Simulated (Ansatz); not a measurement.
Base system: Mg₂Ge in the anti-fluorite structure (space group Fm-3m, No. 225; a = 6.364 Å).

Method: PBEsol (Ansatz, a program for electronic structure), no spin-orbit coupling.

For the base:

```
Quantity    Value
--------  -------
Band gap  0.08 eV
Pressure  0.0 GPa
```

It is then changed as follows: the cell is scaled by 0.9850 in all directions; the atoms relax in the strained cell.

Problem. Predict the new band gap.

Solution. The band gap becomes zero (base: 0.08 eV).

Problem. What does the calculation give for the energy relative to the base after the change?

Solution. The energy increases by 7.5 meV/atom.

Problem. How does this affect the pressure?

Solution. The pressure goes from zero to 2.6 GPa.

Stability against distortions was not tested. All final runs are without spin polarisation. Gaps under 0.05 eV, about the width of the smearing, are given as zero. A zero or small gap of Mg2Ge can be the functional's error rather than a property of the material.
